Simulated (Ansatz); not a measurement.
Consider Zr in the hcp (Mg type) structure (space group P6_3/mmc, No. 194; a = 3.1825 Å, c = 5.1235 Å; relaxed with 0.1 eV smearing). Axes: x lies along a and z along c of the hexagonal cell.

Structures relaxed with PBEsol/PAW in Ansatz (a program for electronic structure), no spin-orbit coupling.

Base:

Simulated powder pattern, Cu Kα, λ = 1.54184 Å (kinematic, ideal powder, no thermal factors, no anomalous dispersion; the 8 strongest lines at most, above 2 %, up to 2θ = 90°):

```csv
2θ (°),I/Imax (%),hkl
32.49,24,(100)
35.03,26,(002)
37.04,100,(101)
48.52,15,(102)
57.96,18,(110)
64.15,19,(103)
69.55,20,(112)
70.80,15,(201)
```

After one change:

Simulated powder pattern, Cu Kα, λ = 1.54184 Å (kinematic, ideal powder, no thermal factors, no anomalous dispersion; the 8 strongest lines at most, above 2 %, up to 2θ = 90°):

```csv
2θ (°),I/Imax (%)
32.16,24
35.33,25
36.82,100
48.51,15
57.33,18
64.38,19
69.16,20
70.10,15
```

Task: What was done to the base?
A) biaxial strain +2.50 %, plane normal [001], relaxed out of plane
B) biaxial strain −1.00 %, plane normal [001], relaxed out of plane
C) biaxial strain +1.00 %, plane normal [001], relaxed out of plane
D) biaxial strain −3.00 %, plane normal [001], relaxed out of plane

Result: C, biaxial strain +1.00 %, plane normal [001], relaxed out of plane. Its volume per atom is 22.73 Å³ against 22.47 Å³, and its space group is P6_3/mmc (No. 194).

No phonon test of stability was made. The final runs are not spin-polarised.
